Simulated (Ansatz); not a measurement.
The reference is PbTe in the rock salt structure (space group Fm-3m, No. 225).

```yaml
crystal:
  lattice:
    - [0.00000, 3.26715, 3.26715]
    - [3.26715, 0.00000, 3.26715]
    - [3.26715, 3.26715, 0.00000]
  atoms:
    - { symbol: Te, position: [0.50000, 0.50000, 0.50000] }
    - { symbol: Pb, position: [0.00000, 0.00000, 0.00000] }
```

Cartesian axes are those of the cell as printed.

Calculations: plane-wave PAW DFT at the r2SCAN level (Ansatz, a first-principles code, 500 eV), spin-orbit coupling left out.

Perturbation: the cell is scaled by 0.9900 in all directions, atoms relaxed at fixed cell.

**Question.** Predict the stress tensor and what it implies for the stiffness.

**Answer.** Stress of the strained cell less that of the base (GPa, compression positive):
```
   1.36    0.00    0.00
   0.00    1.36    0.00
   0.00    0.00    1.36
```

Then B = −ΔP/(ΔV/V₀) with ΔV/V₀ = -0.0297 gives secant stiffness values (nonlinear terms included at this strain): B ≈ 46 GPa.

As a check, the harmonic strain energy −½ V₀ Δσ:ε is 4.4 meV/atom; the computed energy rise is 4.3 meV/atom.

Stability against distortions was not tested.
